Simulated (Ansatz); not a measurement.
```xyz
2
Lattice="3.6540 0.0000 0.0000 -1.8270 3.1645 0.0000 1.8270 1.0548 2.9835" Properties=species:S:1:pos:R:3 pbc="T T T"
Sr     0.0000     2.1097     1.4917
O      0.0000     0.0000     0.0000
```

The cell is taken as given.

Transport runs along the normal of the first two printed cell vectors, the (111) plane of the conventional cell.

The gap is the functional's own, uncorrected, and κ follows it; spin-orbit coupling is left out. Mid-gap means the computed energy nearest the middle.

Predict the band gap and the smallest decay constant κ at mid-gap from Ansatz (an electronic-structure program) with r2SCAN.

Gap 3.80 eV on a 12×12×12 mesh; κ = 0.353 1/Å, at the zone centre.
